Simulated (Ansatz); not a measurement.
Partial pair distribution functions of a relaxed model of amorphous In$_{9}$Ga$_{9}$Zn$_{9}$O$_{33}$N$_{2}$, broadened by 0.06 Å; density 5.98 g/cm³. Method: PBE, scalar-relativistic without spin-orbit coupling (plane waves to 420 eV, PAW; Ansatz, a program for electronic structure).

The cell was made by melting and quenching with the CHGNet potential and then relaxed with DFT. O and N atoms were pushed apart under 1.9 Å during the dynamics, to hinder bonds among them. The hot cell started wider than the set density and was brought back towards it in steps. It is the lowest in DFT energy of 2 quenches. It is a model cell: composition and starting density were chosen by hand, and all elements were melted together. No dispersion term was used. Its density started from a set value of 5.98 and ended at 5.98 g/cm³. The simulated quench (nominally 210 K/ps over its main leg) is rapid and tends to freeze in more defects than a deposited or slowly cooled glass has. Values belong to this one cell and scatter from quench to quench. The volume was held where the preparation left it, at a PBE pressure of 3.2 GPa. Stress components on the final sampling reach 4.4 GPa. On a 2×2×2 Γ-centred mesh force components of up to 0.20 eV/Å stay, since the relaxation ran on the zone centre alone. Cycles of charging lowered its energy after that relaxation.

```tsv
r (Å)	g In-O	g Ga-O	g In-In	g Ga-Ga
1.60	0.00	0.00	0.00	0.00
1.70	0.00	0.28	0.00	0.00
1.80	0.00	3.93	0.00	0.00
1.90	0.01	9.10	0.00	0.00
2.00	0.64	5.93	0.00	0.00
2.10	5.07	0.98	0.00	0.00
2.20	7.82	0.19	0.00	0.00
2.30	4.70	0.26	0.00	0.00
2.40	1.66	0.07	0.00	0.00
2.50	0.33	0.12	0.00	0.00
2.60	0.12	0.17	0.00	0.00
2.70	0.07	0.02	0.00	0.00
2.80	0.20	0.02	0.00	0.07
2.90	0.19	0.27	0.00	1.70
3.00	0.13	0.63	0.00	3.39
3.10	0.32	0.69	0.04	3.55
3.20	0.39	0.92	0.96	4.81
3.30	0.39	0.87	2.29	0.99
3.40	0.36	0.86	2.67	1.46
3.50	0.85	0.54	1.15	1.23
3.60	0.88	0.86	3.01	0.81
3.70	0.87	1.03	3.21	0.14
3.80	1.21	1.31	1.48	0.44
3.90	1.18	1.02	1.06	0.58
4.00	1.21	0.99	0.97	1.00
4.10	1.13	0.90	0.95	1.66
4.20	0.68	1.01	0.65	0.83
4.30	0.92	1.59	0.17	0.98
4.40	1.38	1.68	0.86	0.81
4.50	1.07	1.80	0.56	0.72
4.60	0.87	1.66	0.03	0.64
```

Within 2.64 Å each In has 5.33 O neighbours on average.
